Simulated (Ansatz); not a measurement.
Input and output of a self-consistent single point for InSe (Cm, 4 atoms in the cell) (Ansatz, a program for electronic structure).

Computed with PBEsol, default PAW files made with PBE (plane waves; Ansatz).

```yaml
crystal:
  lattice:
    - [5.85553, -2.06492, 0.00000]
    - [5.85553, 2.06492, 0.00000]
    - [-1.73185, 0.00000, 4.79521]
  atoms:
    - { symbol: In, position: [0.11334, 0.11334, 0.96359] }
    - { symbol: In, position: [0.88820, 0.88820, 0.04684] }
    - { symbol: Se, position: [0.33907, 0.33907, 0.33104] }
    - { symbol: Se, position: [0.66093, 0.66093, 0.66896] }
```

Reference input (self-consistent single point, DFT, PBEsol, plane waves, default PAW files made with PBE): basis.ecutwfc = 420 eV; kpoints.mp_grid.grid = 6 6 4; hamiltonian.xc = pbesol; hamiltonian.pseudopotentials = {kind: paw} (the program's default PAW files); scf.occupations.method = fixed. This run's input differs from it in these lines:

Ansatz 0.2 input:
```diff
@@ -13,3 +13,3 @@
 kpoints:
-  mp_grid: { grid: [6, 6, 4] }
+  mp_grid: { grid: [4, 4, 3], shift: [0.5, 0.5, 0.5] }
 hamiltonian:
```

Output, abridged:

```
SCF iter   1: F=—  HF=-21901.035730 eV  |F-HF|=—  |Δ(HF+E_count)|=         —  Δρ=3.06e-3  dr2=1.62e-2  ethr=1.77e-3  ⟨swp⟩=5.0  Hψ=1916  notcnv=0  defer=63
all-band conjugate gradients solve this SCF's bands
preconditioner: auto → Resta (q_TF=auto, 2.431 Å⁻¹)
SCF iter   2: F=—  HF=-21901.028506 eV  |F-HF|=—  |Δ(HF+E_count)|=   7.22e-3  Δρ=1.40e-3  dr2=2.31e-3  ethr=2.79e-5  ⟨swp⟩=2.8  Hψ=1114  notcnv=0  defer=64
   [... lines left out ...]
SCF iter   4: F=—  HF=-21901.028164 eV  |F-HF|=—  |Δ(HF+E_count)|=   4.00e-5  Δρ=1.80e-4  dr2=4.42e-5  ethr=3.79e-7  ⟨swp⟩=2.0  Hψ=639  notcnv=0  defer=62
SCF iter   5: F=—  HF=-21901.028218 eV  |F-HF|=—  |Δ(HF+E_count)|=   5.37e-5  Δρ=3.05e-5  dr2=1.62e-6  ethr=7.61e-8  ⟨swp⟩=2.0  Hψ=645  notcnv=0  defer=28
SCF iter   6: F=—  HF=-21901.028219 eV  |F-HF|=—  |Δ(HF+E_count)|=   1.34e-6  Δρ=1.28e-5  dr2=2.53e-7  ethr=2.79e-9  ⟨swp⟩=2.0  Hψ=917  notcnv=0  defer=28
SCF iter   7: F=-21901.028219 eV  HF=-21901.028219 eV  |F-HF|=9.43e-9  |Δ(HF+E_count)|=   1.48e-7  Δρ=5.00e-6  dr2=3.60e-8  ethr=1.72e-10  ⟨swp⟩=10.0  Hψ=2919  notcnv=0
SCF 1 converged in 7 iterations: F = -21901.028219 eV  dr2 = 3.60e-8
Free energy (F): -21901.028219 eV
Internal energy: -21901.028219 eV  (E = F + TS)
E sigma→0 (E₀):  -21901.028219 eV
Fermi energy:    6.750889 eV
--- Forces (eV/Å), atoms counted from 1 ---
  atom   1  In     0.13049198     0.00000000    -0.22010010
  atom   2  In    -0.13819180     0.00000000    -0.02360967
  atom   3  Se     0.06236926     0.00000000     0.04136031
  atom   4  Se    -0.05467504     0.00000000     0.20238120
--- Stress (GPa, compression-positive) ---
       -2.086546       0.000000       0.233630
        0.000000      -1.807716       0.000000
        0.233630       0.000000      -1.770768
  P = ⅓ Tr σ = -1.8883 GPa (-18.883 kbar)
  The stress holds the Pulay correction. Without it, at fixed plane waves, as pw.x and ABINIT print it: P = -1.9161 GPa
```

The run converged in 7 iterations. Against the reference run the free energy goes up by 2.9 meV/atom, the pressure moves little (-1.90 to -1.89 GPa), the largest force hardly changes (0.258 to 0.256 eV/Å) and the gap on the mesh goes from 1.097 to 1.241 eV.

The starting cell comes from a database of computed structures (which also holds hypothetical and non-ambient phases and stackings), without a prior relaxation at this level. Its lattice was rescaled by up to half a per cent. One atom was moved a little off its site on purpose. Ansatz's pressure includes its estimate of the finite-basis (Pulay) stress. Another mesh or the band path of this cell gives a smaller gap, so this value is not converged in the mesh.
